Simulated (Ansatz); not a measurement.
## V₅Ge₃ (I4/mcm, No. 140, 16 atoms in the cell)

Level of theory: r²SCAN+rVV10 in Ansatz (PAW).

Settings: plane-wave cutoff 500 eV, 10×10×10 k mesh, Fermi–Dirac smearing 0.05 eV, no spin polarisation, scalar-relativistic PAW data made under PBE.

Cell (relaxed at this level):

```cif
data_Ge6V10
_chemical_formula_sum 'V10 Ge6'
_space_group_name_H-M_alt 'P 1'
_space_group_IT_number 1
_cell_length_a 7.13263
_cell_length_b 7.13263
_cell_length_c 7.13263
_cell_angle_alpha 96.466
_cell_angle_beta 96.466
_cell_angle_gamma 140.783
loop_
_space_group_symop_operation_xyz
  'x, y, z'
loop_
_atom_site_label
_atom_site_type_symbol
_atom_site_fract_x
_atom_site_fract_y
_atom_site_fract_z
_atom_site_occupancy
V1 V 0.07527 0.22838 0.30365 1
V2 V 0.92473 0.77162 0.69635 1
V3 V 0.22838 0.92473 0.15311 1
V4 V 0.77162 0.07527 0.84689 1
V5 V 0.42473 0.72838 0.15311 1
V6 V 0.57527 0.27162 0.84689 1
V7 V 0.27162 0.42473 0.69635 1
V8 V 0.72838 0.57527 0.30365 1
V9 V 0.75000 0.25000 0.50000 1
V10 V 0.25000 0.75000 0.50000 1
Ge1 Ge 0.16596 0.66596 0.83192 1
Ge2 Ge 0.83404 0.33404 0.16808 1
Ge3 Ge 0.66596 0.83404 0.50000 1
Ge4 Ge 0.33404 0.16596 0.50000 1
Ge5 Ge 0.75000 0.75000 0.00000 1
Ge6 Ge 0.25000 0.25000 0.00000 1
```

```
Quantity  Result
--------  ------
band gap    none
```

Note: the relaxation could not lower the start's symmetry, so the cell can be a saddle point above a distorted one.

Spin–orbit coupling is not included.

The computed numbers hold no vibrational or temperature effects.

Ansatz is a first-principles code.
